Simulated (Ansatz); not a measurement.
# WO3 (Pbcm, No. 57, 16 atoms in the cell; start mp-2486616; a measured phase of this formula has another space group)

The numbers are results of LDA (Ansatz, a quantum-chemistry and plane-wave program, plane waves, PAW), not measurements.

Run with plane-wave cutoff 520 eV, 10×6×6 k mesh (along the axes of the cell as run), Fermi–Dirac smearing 0.01 eV, no spin polarisation, scalar-relativistic PAW data made under PBE.

Cell (relaxed at this level):

```
CELL_PARAMETERS angstrom
      3.84580     0.00000     0.00000
      0.00000     7.58980     0.00000
      0.00000     0.00000     7.43765
ATOMIC_POSITIONS crystal
  W  0.94495 0.97366 0.75000
  W  0.05505 0.02634 0.25000
  W  0.94495 0.52634 0.25000
  W  0.05505 0.47366 0.75000
  O  0.99454 0.76044 0.25000
  O  0.00546 0.23956 0.75000
  O  0.99454 0.73956 0.75000
  O  0.00546 0.26044 0.25000
  O  0.51398 0.01148 0.25000
  O  0.48602 0.98852 0.75000
  O  0.51398 0.48852 0.75000
  O  0.48602 0.51148 0.25000
  O  0.00000 0.00000 0.50000
  O  0.00000 0.00000 0.00000
  O  0.00000 0.50000 0.50000
  O  0.00000 0.50000 0.00000
```

```
Item                                          Result
-------------------------------------------  -------
band gap                                     1.09 eV
smallest direct gap on the k points sampled  1.10 eV
```

Spin–orbit coupling is not included.

Computed values are for the static lattice.

Cost on a shared machine: around 120 core-seconds (rough).

A start named mp-… is a Materials Project structure, which need not be a measured phase.
